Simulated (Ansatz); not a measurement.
NaI: band gap against strain

NaI (rock salt, Fm-3m, 32.800 Å³/atom at rest) under an equal strain ε in the (111) plane with the normal axis free, as in a coherent film. PBEsol in Ansatz, a plane-wave DFT program (PAW, default set), 420 eV, 9×9×9 Γ-centred mesh, Fermi-Dirac smearing 0.05 eV; ions are relaxed within the symmetry of each cell. Gaps are the smallest over the k-mesh and a band path, without spin-orbit coupling; in all rows the valence edge lies at Γ and the conduction edge at Γ.

Here s stands for strain and Eg for gap.

```
strain (%)  gap (eV)
----------  --------
0.00           3.596
0.42           3.559
0.83           3.523
1.25           3.487
2.50               ?
```

Q: Fit Eg against s with a straight line, and predict the withheld value at s = 2.50.

A: Means: s 0.62500, Eg 3.5413. About the means, the sum of products is -0.075505 and the sum of squares of s is 0.86530; the slope is their ratio. Least squares gives Eg = 3.5958 - 0.08726·s. Residuals (row less fit): 0.0002, -0.0002, -0.0004, 0.0003; standard error 0.0004 (degrees of freedom: 2). Over these rows the gap moves by -8.7 ± 0.04 eV per unit strain. At the withheld row, Eg = 3.5958 - 0.08726 × 2.50 = 3.3777 eV. The calculation gives 3.380 eV, 0.0023 eV above the prediction (1.1 % of the range of Eg in the table). The row lies outside the fitted rows, so this is an extrapolation. The fitted rows scatter only by rounding.

Spin-orbit coupling is left out, which can shift this property for NaI. Rows are the converged runs of the series near zero and its far end; series whose fitted rows scatter by over a few per cent of the range, as at a crossing or softening among them, aren't shown in this form. Most that stay on the fit to the last digits aren't either.
